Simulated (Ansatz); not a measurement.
LaN (P6₃mc, No. 186, 4 atoms in the cell; start mp-567290; a measured phase of this formula has another space group)

The numbers are results of r²SCAN (Ansatz, an electronic-structure program, plane waves, PAW), not measurements.

Settings: plane-wave cutoff 560 eV, 12×12×6 k mesh (along the axes of the cell as run), Fermi–Dirac smearing 0.01 eV, scalar-relativistic PAW data made under PBE.

Cell (relaxed with PBEsol):

```xyz
4
Lattice="4.1154 0.0000 0.0000 -2.0577 3.5640 0.0000 0.0000 0.0000 5.8109" Properties=species:S:1:pos:R:3 pbc="T T T"
La     0.0000     2.3760     5.7815
La     2.0577     1.1880     2.8761
N      0.0000     2.3760     2.4119
N      2.0577     1.1880     5.3173
```

```yaml
band_gap: 1.39 eV
smallest_direct_gap_on_the_k_points_sampled: 1.65 eV
direct gap at Γ: 1.88 eV
```

Note: cell and atoms aren't relaxed at this level (largest force component 0.05 eV/Å, pressure 3.0 GPa).

Spin–orbit coupling is not included.

The result took roughly 60 core-seconds.

A start named mp-… is a Materials Project structure, which need not be a measured phase.
